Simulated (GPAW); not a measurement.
## σxx against uniaxial strain in cubic perovskite SrTiO3 (space group 221): C11 (GPAW, LDA)

```xyz
5
Lattice="3.8049 0.0000 0.0000 0.0000 3.8628 0.0000 0.0000 0.0000 3.8628" Properties=species:S:1:pos:R:3 pbc="T T T"
Sr     0.0000     0.0000     0.0000
Ti     1.9024     1.9314     1.9314
O      1.9024     0.0000     1.9314
O      0.0000     1.9314     1.9314
O      1.9024     1.9314     0.0000
```

Level of theory: LDA (Perdew-Wang 92), GPAW PAW datasets LDA (gpaw-data 1.0.1) (plane waves; GPAW). Settings: mode = pw; ecut = 1040 eV; xc = LDA; kpts = 10 10 10; mesh shift (steps) = 0 0 0; occupations.name = fermi-dirac; occupations.width = 0.01 eV; nbands = -6; convergence.density = 1e-06 e/electron; convergence.energy = 1e-06 eV/electron; convergence.bands = -4; symmetry.symmorphic = false; symmetry.tolerance = 0.0005; maxiter = 150. The cell above is the first row's. The rows stretch one cube axis (x) by the strain ε and hold the other two. Stress is positive in tension. In all rows fractional positions and the k mesh are held.

| ε (%) | σxx (GPa) |
|---|---|
| -1.5 | ? |
| -1.0 | -3.97 |
| -0.5 | -1.92 |
| 0.0 | 0.04 |
| 0.5 | 1.89 |
| 1.0 | 3.65 |
| 1.5 | 5.32 |
| 2.0 | 6.90 |

Fit σxx of the 7 rows that show it with a parabola. Least squares gives σxx = 0.033 + 3.8110·ε - 0.1895·ε². Residuals (row less fit): -0.003, 0.000, 0.007, -0.001, -0.005, -0.003, 0.003; standard error 0.005 (degrees of freedom: 4). The slope at ε = 0, 3.8110 GPa per cent, gives C11 ≈ 100 × 3.8110 = 381 GPa, for the static lattice.

What does the fit predict for σxx at ε = -1.5, and how far is the calculated value from it?

σxx = 0.033 + 3.8110 × (-1.5) - 0.1895 × (-1.5)² = -6.110 GPa. The calculation gives -6.14 GPa, 0.030 GPa below the prediction (0.2 % of the range of σxx in the table). The row lies outside the fitted rows, so this is an extrapolation. From the scatter of the fitted rows alone, a prediction at this place has a standard error of 0.009 GPa, so the miss is 3.3 times that.

Carrying the step between the two nearest rows on in a straight line would have given -6.02, off by 0.12; series whose last step already gives the withheld value aren't shown. The reference cell has the volume at which an earlier scan in this program and functional put its minimum by a fit. This is the room-temperature phase, which distorts on cooling and is held here by symmetry. The runs keep the symmetry of the cell, so they don't test it for distortions. The unstrained cell stands at a pressure of -0.04 GPa, and the constants belong to that pressure. By symmetry this strain leaves no force on the atoms; the largest in the rows is 0.000 eV/Å. Cutoffs and mesh are single choices, not tested for convergence of this quantity. Series with a scatter that would blur these digits, or in which a gap closes, are not shown. Strain series were run only where this level's volume lies within 10 % of a first guess from the measured size.

Terms beyond the fitted order, or numerical noise in single rows, can give a miss of this size; the table doesn't tell which.
